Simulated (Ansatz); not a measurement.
CsCl-type CuZn, treated with r²SCAN (Ansatz, a first-principles code, PAW).

Run with plane-wave cutoff 500 eV, 18×18×18 k mesh, Fermi–Dirac smearing 0.1 eV, no spin polarisation, scalar-relativistic PAW data made under PBE.

Computed at the level's own relaxed cell.

Task: Estimate the equilibrium volume per atom and lattice parameter a that the calculation returns.

Result: 
- equilibrium volume per atom = 12.44 Å³/atom
- lattice parameter a = 2.920 Å

Measured, for comparison: equilibrium volume per atom 12.93 Å³/atom, lattice constant a 2.958 Å (temperature not stated, not corrected to a static lattice; as tabulated in First-Principles Study on the Electrical and Thermal Conductivities of Cu–Zn …). Computed (rounded) less measured: equilibrium volume per atom -3.8 %, lattice constant a -1.3 %. A static lattice is as a rule a little smaller and stiffer than an uncorrected measurement, which narrows the difference in the lattice constant a and would widen misses of the other sign.

The computed numbers hold no vibrational or temperature effects.

Computing time: about 80 core-seconds (a rough figure).
